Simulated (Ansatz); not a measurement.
Cost and result by functional for the adsorption energy of NH3 on the 1x1 (110) surface of bcc Mo, one in a 2x2 cell, started at the site 'bridge Mo-Mo (span 2.7 Å)', in Ansatz (plane waves, PAW). Single points on the PBE structure, on one kind of machine; costs are rough ratios of the slab run's core time (references not counted) to the cheapest single point. r2SCAN's cost holds its higher cutoff (500 against 420 eV). Differences are taken against r2SCAN for comparison alone: no measured value is at hand, so the table doesn't rank accuracy.

Slab: 20 atoms, 6.5 Å thick at the start under the adsorbate (thin: gaps and levels are the slab's own); k 6x6x1, smearing 0.1 eV, dipole-corrected; 8 atoms held, the rest relaxed; no symmetry held; no spin, no spin-orbit, no U, no dispersion correction. At the end it is bonded to Mo. In PBE it is, or lies within 0.03 eV of, the lowest of the starts that converged. These notes are the PBE run's. Adsorption energies are against NH3(g). A negative adsorption energy means that the adsorbate is more stable on the surface than in its reference.

```
functional                     relative cost  adsorption energy (eV)  less r2SCAN (eV)
-----------------------------  -------------  ----------------------  ----------------
RPBE                                       1                   -0.52              0.36
r2SCAN                                     1                   -0.88              0.00
PBE (the relaxed run's value)              –                   -0.78              0.10
```

The values span 0.36 eV, while the single points' costs differ by a factor of roughly 1. Differences are of unrounded values.

Ansatz is a quantum-chemistry and plane-wave program.
